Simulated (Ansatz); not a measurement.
The starting structures come from a database of crystals and need not be the phases stable at ambient conditions.

## Evanescent states of YOF (P4/nmm, not sure to be the ambient phase, 6 atoms a cell, 13.3 Å³ an atom, -2 GPa at this level) along the normal of (001)

Method: PBEsol (plane waves, PAW; Ansatz, an electronic-structure program).

No gap correction and no spin-orbit coupling; mid-gap values are interpolated between computed energies.

Energies count from the valence-band top; κ is the least over a 8×8 mesh across the current.

| E (eV) | κ (1/Å) | where |
|---|---|---|
| 0.12 | 0.360 | Γ |
| 0.34 | 0.386 | Γ |
| 0.57 | 0.408 | Γ |
| 0.81 | 0.426 | Γ |
| 1.03 | 0.442 | Γ |
| 1.26 | 0.456 | Γ |
| 1.50 | 0.465 | Γ |
| 1.73 | 0.469 | Γ |
| 1.96 | 0.471 | Γ |
| 2.19 | 0.472 | Γ |
| 2.42 | 0.470 | Γ |
| 2.65 | 0.466 | Γ |
| 2.88 | 0.460 | Γ |
| 3.10 | 0.449 | Γ |
| 3.33 | 0.435 | Γ |
| 3.56 | 0.416 | Γ |
| 3.79 | 0.391 | Γ |
| 4.03 | 0.359 | Γ |
| 4.25 | 0.318 | Γ |
| 4.49 | 0.265 | Γ |
| 4.71 | 0.190 | Γ |

How thick must the barrier be to attenuate the transmission by 10^8 when the electrodes' Fermi level lies at 4.49 eV, and what attenuation does that film give at 0.34 eV?

d = 8 ln 10 / (2 × 0.265) = 34.8 Å. At 0.34 eV it gives 8 × 0.386/0.265 = 11.7 decades.
